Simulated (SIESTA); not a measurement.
A working SIESTA input for the (001) slab of CaMg6Mn (cut from a parent of space group no. 38; 16 atoms in the cell) (DFT, GGA PBE, numerical atomic orbitals DZP, PseudoDojo PBE standard norm-conserving potentials (rewritten from UPF to PSML)):

```
# files in the folder: Ca.psml Mg.psml Mn.psml (PseudoDojo PBE standard)
SystemName  CaMg6Mn
SystemLabel camg6mn

NumberOfAtoms                16
NumberOfSpecies              3
%block ChemicalSpeciesLabel
  1 20 Ca
  2 12 Mg
  3 25 Mn
%endblock ChemicalSpeciesLabel
LatticeConstant              1.0 Ang
%block LatticeVectors
     5.116230000    0.000000000    0.000000000
     0.000000000    6.534930000    0.000000000
     0.000000000    0.000000000   26.357200000
%endblock LatticeVectors
AtomicCoordinatesFormat      Fractional
%block AtomicCoordinatesAndAtomicSpecies
     0.000000000    0.500000000    0.693575000  1
     0.000000000    0.000000000    0.478499000  1
     0.000000000    0.261840000    0.587820000  2
     0.000000000    0.738160000    0.587820000  2
     0.000000000    0.000000000    0.696478000  2
     0.500000000    0.758630000    0.303522000  2
     0.500000000    0.241370000    0.303522000  2
     0.500000000    0.000000000    0.623443000  2
     0.000000000    0.761840000    0.372744000  2
     0.000000000    0.238160000    0.372744000  2
     0.000000000    0.500000000    0.481402000  2
     0.500000000    0.258630000    0.518598000  2
     0.500000000    0.741370000    0.518598000  2
     0.500000000    0.500000000    0.408367000  2
     0.500000000    0.500000000    0.619159000  3
     0.500000000    0.000000000    0.404083000  3
%endblock AtomicCoordinatesAndAtomicSpecies

XC.functional                GGA
XC.authors                   PBE
PAO.BasisSize                DZP
PAO.EnergyShift              0.005 Ry
MeshCutoff                   400 Ry
%block kgrid.MonkhorstPack
    3   0   0  0.0
    0   3   0  0.0
    0   0   1  0.0
%endblock kgrid.MonkhorstPack
OccupationFunction           FD
ElectronicTemperature        100.0 meV
Spin                         polarized
%block DM.InitSpin
  1 +0.00
  2 +0.00
  3 +0.00
  4 +0.00
  5 +0.00
  6 +0.00
  7 +0.00
  8 +0.00
  9 +0.00
  10 +0.00
  11 +0.00
  12 +0.00
  13 +0.00
  14 +0.00
  15 +4.00
  16 +4.00
%endblock DM.InitSpin

MaxSCFIterations             150
SCF.Mixer.Method             Pulay
SCF.Mixer.Weight             0.1
SCF.Mixer.History            8
SCF.DM.Tolerance             1.0E-04
Diag.ParallelOverK           true
WriteForces                  true
Charge.Mulliken              end
```

The run converged in 20 iterations: free energy E − TS -27411.4677 eV; Fermi level (on the code's own zero) -3.19 eV; pressure averaged over the cell with its vacuum 0.93 GPa; largest force (vector length) 1.437 eV/Å; size of the cell's spin moment 7.62 μB. Each of these slips is then made, one at a time:

(1)
```diff
-%block kgrid.MonkhorstPack
-    3   0   0  0.0
-    0   3   0  0.0
-    0   0   1  0.0
-%endblock kgrid.MonkhorstPack
```

(2)
```diff
-%endblock LatticeVectors
```

Task: How does each altered input end?

Result: 
(1) A single k-point for a small cell. The run converged in 27 iterations without an error; against the sound input the free energy rises by 190 meV/atom, the largest force goes from 1.437 to 1.587 eV/Å and the size of the net moment moves little (0.48 to 0.49 μB/atom).

(2) A section without its end line. The program stopped before any SCF iteration.

The starting cell comes from a database of computed structures (which also holds hypothetical and non-ambient phases and stackings), without a prior relaxation at this level. The slab is cut from that crystal, and its faces are unrelaxed. The magnetic order is the one reached from the typed start; others were not searched systematically. The two faces of this cut differ, and no dipole correction was used. Values carry the incompleteness of an atom-centred basis. In the base run, forces exceed 1 eV/Å. Without a gap this mesh is coarse (it stands for a supercell whose shortest in-plane vector is 15 Å).

Left out of this page: 3 runs of the series outside the window shown, repeating another row's setting, or not comparable.
